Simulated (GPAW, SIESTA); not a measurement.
A SIESTA input for a self-consistent single point of WS₂ (P1, 3 atoms in the cell) (DFT, GGA PBEsol, numerical atomic orbitals DZP, PseudoDojo PBEsol standard norm-conserving potentials (rewritten from UPF to PSML)):

```
# files in the folder: W.psml S.psml (PseudoDojo PBEsol standard)
SystemName  WS2
SystemLabel WS2

NumberOfAtoms                3
NumberOfSpecies              2
%block ChemicalSpeciesLabel
  1 74 W
  2 16 S
%endblock ChemicalSpeciesLabel
LatticeConstant              1.0 Ang
%block LatticeVectors
     1.592435000    0.919393000    6.489800000
    -1.592435000    0.919393000    6.489800000
     0.000000000   -1.838786000    6.489800000
%endblock LatticeVectors
AtomicCoordinatesFormat      Bohr
%block AtomicCoordinatesAndAtomicSpecies
    -0.004775705   -0.045733606    0.122909253  1
    -0.045575334    0.023164767   15.184149245  2
     0.050351039    0.022568839    9.295751147  2
%endblock AtomicCoordinatesAndAtomicSpecies

XC.functional                GGA
XC.authors                   PBEsol
PAO.BasisSize                DZP
PAO.EnergyShift              0.005 Ry
MeshCutoff                   350 Ry
%block kgrid.MonkhorstPack
    8   0   0  0.0
    0   8   0  0.0
    0   0   8  0.0
%endblock kgrid.MonkhorstPack
OccupationFunction           FD
ElectronicTemperature        10 K

MaxSCFIterations             150
SCF.Mixer.Method             Pulay
SCF.Mixer.Weight             0.2
SCF.Mixer.History            8
SCF.DM.Tolerance             1.0E-05
Diag.ParallelOverK           true
WriteForces                  true
```

**Question.** Write the same calculation as an input for GPAW.

**Answer.** This is the input that was run; spellings and numerical settings could be chosen otherwise.

```python
from ase import Atoms
from ase.units import GPa
from gpaw import GPAW, PW

atoms = Atoms(['W', 'S', 'S'],
              cell=[[1.592435, 0.919393, 6.489800],
                    [-1.592435, 0.919393, 6.489800],
                    [0.000000, -1.838786, 6.489800]],
              scaled_positions=[[-0.001840, -0.000253, 0.012115],
                                [0.407354, 0.422499, 0.408260],
                                [0.263189, 0.246457, 0.248328]],
              pbc=True)

calc = GPAW(mode=PW(550),
            xc='PBEsol',
            kpts={'size': (8, 8, 8), 'gamma': True},
            occupations={'name': 'fixed-uniform'},
            nbands=-4,
            convergence={'forces': 0.001, 'bands': -2},
            symmetry={'symmorphic': False, 'tolerance': 0.0005},
            maxiter=150)

atoms.calc = calc

energy = atoms.get_potential_energy()
print('Energy (eV):', round(energy, 6))
forces = atoms.get_forces()
print('Forces (eV/Ang):')
print(forces.round(5))
stress = atoms.get_stress()
print('Stress (GPa, Voigt):', (stress / GPa).round(4))
```

Basis settings and potentials, where a program has them, do not carry over. This input uses DFT PBEsol, plane waves, GPAW PAW datasets PBEsol (made by gpaw-setup).

The starting cell comes from a database of computed structures (which also holds hypothetical and non-ambient phases and stackings), without a prior relaxation at this level. For this run, on top of that: atoms moved at random.
